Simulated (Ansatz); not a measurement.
**Thickness series in PbSe**

Base system: PbSe in the rock salt structure (space group Fm-3m, No. 225; a = 6.102 Å). Axes: x, y, z lie along the cube axes.

Free-standing slabs (2 atom(s) a layer) normal to the z axis with 15 Å of vacuum; in-plane cell held at bulk.

Method: PBEsol, PAW, 420 eV (Ansatz, a first-principles code; spin-orbit coupling left out).

Base values:

The band gap is 0.17 eV.

Task: The aim is a band gap between 0.47 eV and 0.54 eV. Which of these changes reaches it?
(A) 6 layers
(B) 2 layers
(C) 7 layers
(D) 3 layers

Result: C, 7 layers. It gives 0.51 eV; 6 layers gives 0.79 eV; 2 layers gives 1.16 eV; 3 layers gives 0.68 eV. Changes not listed may reach it too

With Pb present, leaving out spin-orbit coupling can change the band edges. Stability against distortions was not tested. A zero or small gap of PbSe can be the functional's error rather than a property of the material.
